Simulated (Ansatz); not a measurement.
Na2S: isotropic strain +3.00 %

Take Na$_{2}$S in the anti-fluorite structure (space group Fm-3m, No. 225; a = 6.5014 Å) as the base.

The change: every lattice vector is stretched by 3.00 %, atoms relaxed at fixed cell.

All numbers come from PBEsol, PAW, 420 eV (Ansatz, an electronic-structure program; spin-orbit coupling left out). Settings: 9×9×9 k-points, 0.05 eV Fermi–Dirac smearing.

- Volume per atom = 25.02 Å³ (base 22.90 Å³)
- Space group = Fm-3m (No. 225) (base Fm-3m (No. 225))
- Shortest interatomic distance = 2.900 Å (base 2.815 Å)
- Energy relative to the base (free energy F) = +15 meV/atom
- Pressure = -2.16 GPa (base 0.01 GPa)
- Band gap = 2.16 eV (base 2.43 eV)
- Gap character = direct at Γ (base direct at Γ)
- Mean gap deformation potential ΔEg/Δln V = -3.1 eV
- Width of the top valence band = 0.56 eV (base 0.61 eV)
- Electron mass = 0.28 mₑ (at Γ) (base 0.28 mₑ (at Γ))

Final structure:

```xyz
3
Lattice="0.0000 3.3482 3.3482 3.3482 0.0000 3.3482 3.3482 3.3482 0.0000" Properties=species:S:1:pos:R:3 pbc="T T T"
Na     1.6741     1.6741     1.6741
Na     5.0223     5.0223     5.0223
S      0.0000     0.0000     0.0000
```

Effective masses come from finite differences of ±0.01 Å⁻¹. Whether these cells are dynamically stable was not tested.
